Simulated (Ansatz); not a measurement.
Band structure of SnAs (Fm-3m, 2 atoms in the cell).

```
CELL_PARAMETERS angstrom
      0.00000     2.87687     2.87687
      2.87687     0.00000     2.87687
      2.87687     2.87687     0.00000
ATOMIC_POSITIONS crystal
  Sn 0.50000 0.50000 0.50000
  As 0.00000 0.00000 0.00000
```

Method of the run: PBEsol, PAW files made with PBE (plane waves; Ansatz, an electronic-structure program).

Settings: basis.ecutwfc = 30.9 Ry; kpoints.mp_grid.grid = 10 10 10; hamiltonian.xc = pbesol; hamiltonian.pseudopotentials = {kind: paw} (an earlier, softer set of the program's PAW files); scf.occupations.method = gaussian; scf.occupations.width = 0.0147 Ry; kpoints.band_path.npoints = 8.

The starting cell comes from a database of computed structures (which also holds hypothetical and non-ambient phases and stackings), without a prior relaxation at this level.

Levels in eV from the Fermi level, bands 12 to 18:
| point | 12 | 13 | 14 | 15 | 16 | 17 | 18 |
|---|---|---|---|---|---|---|---|
| Γ | -2.86 | -1.12 | -1.12 | -1.12 | 5.34 | 5.34 | 5.34 |
| X | -5.79 | -5.62 | -3.29 | -3.29 | 2.67 | 7.34 | 7.34 |
| W | -7.09 | -4.80 | -4.80 | 0.82 | 2.07 | 5.88 | 5.88 |
| K | -7.21 | -5.27 | -2.67 | -1.86 | 4.44 | 4.91 | 5.99 |
| L | -8.48 | -0.65 | -0.65 | 0.76 | 1.30 | 1.30 | 2.23 |
| U | -7.21 | -5.27 | -2.67 | -1.86 | 4.44 | 4.91 | 5.99 |

Bands cross the Fermi level along this path, so the cell is metallic at this level.

Keys are those of Ansatz 0.2.
